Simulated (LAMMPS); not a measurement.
MD from the crystal across the composition of Cu (fcc) with a share x of Cu sites Pd; each row has its own temperature.

All values are model results, not measurements: classical MD, pair style eam, the elements' _u3.eam files (universal-3 set of Foiles, Baskes and Daw), run in LAMMPS.

```csv
x,volume,state,enthalpy,T (K)
0.25,13.3267 ± 0.0004 Å³/atom,crystal; no diffusion seen in 30 ps,-3.4096 ± 0.0002 eV/atom,1030
0.5,14.0904 ± 0.0004 Å³/atom,crystal; no diffusion seen in 30 ps,-3.4985 ± 0.0002 eV/atom,1120
0.75,14.7801 ± 0.0002 Å³/atom,crystal; no diffusion seen in 30 ps,-3.5468 ± 0.0001 eV/atom,1200
```

Caution: the random arrangement on this lattice is imposed, and need not be a phase that exists in equilibrium.

Caution: a run this short can hold a crystal over, or a liquid under, the potential's own melting point, which these runs don't give.

States go by the mean squared displacement: a species diffuses where it passes 1.5 Å², still rises and gives D over 1e-6 cm²/s; a crystal has left its structure where atoms lie 0.35 Å off their sites on average or a cubic box changes its shape by 3 %, or the axial ratios of another lie 8 % off the starting cell's, which the potential's own relaxation can also do.

Uncertainties are statistical and leave out the potential's own error.
